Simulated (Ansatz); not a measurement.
**ZnIn2O4 (Pnma, No. 62, 28 atoms in the cell; start mp-770218)**

Calculation: HSE06 (plane waves, PAW; Ansatz, a quantum-chemistry and plane-wave program).

Settings: plane-wave cutoff 460 eV, 2×6×2 k mesh (along the axes of the cell as run), Fermi–Dirac smearing 0.01 eV, scalar-relativistic PAW data made under PBE.

Cell (relaxed with PBEsol):

```
CELL_PARAMETERS angstrom
     10.40101     0.00000     0.00000
      0.00000     3.28779     0.00000
      0.00000     0.00000    10.52037
ATOMIC_POSITIONS crystal
  Zn 0.12997 0.75000 0.41713
  Zn 0.87003 0.25000 0.58287
  Zn 0.37003 0.25000 0.91713
  Zn 0.62997 0.75000 0.08287
  In 0.13909 0.75000 0.71480
  In 0.86091 0.25000 0.28520
  In 0.36091 0.25000 0.21480
  In 0.63909 0.75000 0.78520
  In 0.11165 0.75000 0.08212
  In 0.88835 0.25000 0.91788
  In 0.38835 0.25000 0.58212
  In 0.61165 0.75000 0.41788
  O  0.02430 0.75000 0.88668
  O  0.97570 0.25000 0.11332
  O  0.47570 0.25000 0.38668
  O  0.52430 0.75000 0.61332
  O  0.95806 0.75000 0.37649
  O  0.04194 0.25000 0.62351
  O  0.54194 0.25000 0.87649
  O  0.45806 0.75000 0.12351
  O  0.27403 0.25000 0.75779
  O  0.72597 0.75000 0.24221
  O  0.22597 0.75000 0.25779
  O  0.77403 0.25000 0.74221
  O  0.26099 0.75000 0.53848
  O  0.73901 0.25000 0.46152
  O  0.23901 0.25000 0.03848
  O  0.76099 0.75000 0.96152
```

```yaml
band_gap: 2.29 eV (on the SCF k mesh)
smallest_direct_gap_on_the_k_points_sampled: 2.30 eV
```

Note: cell and atoms aren't relaxed at this level (largest force component 0.18 eV/Å, pressure -0.2 GPa).

Spin–orbit coupling is not included.

Static lattice: no zero-point or thermal effects.

Cost on a shared machine: roughly 40 core-minutes.

A start named mp-… is a Materials Project structure, which need not be a measured phase.
